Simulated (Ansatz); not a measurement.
Electronic density of states of amorphous Si₃₀C₁₈N₁₆, density 2.70 g/cm³, on a 2×2×2 Γ-centred mesh with a Gaussian width of 0.1 eV; energies count from the Fermi level. Cell and mesh are small, so fine structure isn't converged. Level of theory: PBE, scalar-relativistic without spin-orbit coupling (plane waves to 420 eV, PAW; Ansatz, a first-principles code). Sampling: a 2×2×2 Γ-centred mesh; Fermi-Dirac width 0.01 eV; collinear spin, started from moments on atoms (at the end a net moment of 0.2 μB, with unpaired spins of both signs, a broken-symmetry state; no other order was tried). In the spin-polarised cell the level spacing at the Fermi energy can part levels of unlike spin. The levels at the Fermi energy are partly filled. A closed spacing in one fast-quenched cell at PBE doesn't show the material to be a metal.

It comes from a melt-quench run on a machine-learned potential (CHGNet), relaxed afterwards by DFT. N atoms were pushed apart under 1.9 Å during the dynamics, to hinder bonds among them. The hot cell started wider than the set density and was brought back towards it in steps. It is the lowest in DFT energy of 2 quenches. It is a model cell: composition and starting density were chosen by hand, and all elements were melted together. No dispersion term was used. Its density started from a set value of 2.55 and ended at 2.70 g/cm³. The quench (nominally 200 K/ps over its main leg) was far faster than any real one, so the model tends to hold more defects than a real film. One small periodic cell is one sample of the glass; other quenches scatter about these values. The volume was free in the relaxation, at fixed shape. Stress components on the final sampling reach 3.8 GPa. On a 2×2×2 Γ-centred mesh force components of up to 0.36 eV/Å stay, since the relaxation ran on the zone centre alone.

(E - EF (eV), states/(eV atom)): (-12.00, 0.07); (-11.90, 0.07); (-11.80, 0.04); (-11.70, 0.04); (-11.60, 0.08); (-11.50, 0.11); (-11.40, 0.11); (-11.30, 0.12); (-11.20, 0.18); (-11.10, 0.19); (-11.00, 0.11); (-10.90, 0.07); (-10.80, 0.10); (-10.70, 0.12); (-10.60, 0.19); (-10.50, 0.21); (-10.40, 0.16); (-10.30, 0.14); (-10.20, 0.17); (-10.10, 0.20); (-10.00, 0.24); (-9.90, 0.23); (-9.80, 0.28); (-9.70, 0.29); (-9.60, 0.21); (-9.50, 0.18); (-9.40, 0.23); (-9.30, 0.25); (-9.20, 0.27); (-9.10, 0.28); (-9.00, 0.25); (-8.90, 0.23); (-8.80, 0.26); (-8.70, 0.27); (-8.60, 0.26); (-8.50, 0.25); (-8.40, 0.28); (-8.30, 0.24); (-8.20, 0.21); (-8.10, 0.20); (-8.00, 0.22); (-7.90, 0.30); (-7.80, 0.29); (-7.70, 0.28); (-7.60, 0.31); (-7.50, 0.28); (-7.40, 0.33); (-7.30, 0.37); (-7.20, 0.36); (-7.10, 0.33); (-7.00, 0.30); (-6.90, 0.35); (-6.80, 0.40); (-6.70, 0.38); (-6.60, 0.36); (-6.50, 0.34); (-6.40, 0.34); (-6.30, 0.33); (-6.20, 0.38); (-6.10, 0.40); (-6.00, 0.37); (-5.90, 0.40); (-5.80, 0.39); (-5.70, 0.38); (-5.60, 0.40); (-5.50, 0.40); (-5.40, 0.42); (-5.30, 0.42); (-5.20, 0.45); (-5.10, 0.41); (-5.00, 0.41); (-4.90, 0.45); (-4.80, 0.47); (-4.70, 0.42); (-4.60, 0.41); (-4.50, 0.43); (-4.40, 0.43); (-4.30, 0.44); (-4.20, 0.41); (-4.10, 0.38); (-4.00, 0.37); (-3.90, 0.41); (-3.80, 0.43); (-3.70, 0.43); (-3.60, 0.40); (-3.50, 0.40); (-3.40, 0.39); (-3.30, 0.39); (-3.20, 0.40); (-3.10, 0.39); (-3.00, 0.43); (-2.90, 0.44); (-2.80, 0.43); (-2.70, 0.38); (-2.60, 0.36); (-2.50, 0.35); (-2.40, 0.33); (-2.30, 0.34); (-2.20, 0.39); (-2.10, 0.37); (-2.00, 0.35); (-1.90, 0.31); (-1.80, 0.28); (-1.70, 0.32); (-1.60, 0.31); (-1.50, 0.21); (-1.40, 0.12); (-1.30, 0.04); (-1.20, 0.04); (-1.10, 0.13); (-1.00, 0.20); (-0.90, 0.17); (-0.80, 0.07); (-0.70, 0.03); (-0.60, 0.08); (-0.50, 0.17); (-0.40, 0.18); (-0.30, 0.13); (-0.20, 0.16); (-0.10, 0.16); (0.00, 0.10); (0.10, 0.09); (0.20, 0.09); (0.30, 0.12); (0.40, 0.15); (0.50, 0.15); (0.60, 0.18); (0.70, 0.19); (0.80, 0.16); (0.90, 0.16); (1.00, 0.17); (1.10, 0.19); (1.20, 0.16); (1.30, 0.16); (1.40, 0.18); (1.50, 0.17); (1.60, 0.13); (1.70, 0.12); (1.80, 0.17); (1.90, 0.21); (2.00, 0.24); (2.10, 0.28); (2.20, 0.27); (2.30, 0.22); (2.40, 0.23); (2.50, 0.29); (2.60, 0.33); (2.70, 0.31); (2.80, 0.31); (2.90, 0.36); (3.00, 0.40); (3.10, 0.33); (3.20, 0.33); (3.30, 0.39); (3.40, 0.39); (3.50, 0.32); (3.60, 0.29); (3.70, 0.34); (3.80, 0.39); (3.90, 0.40)
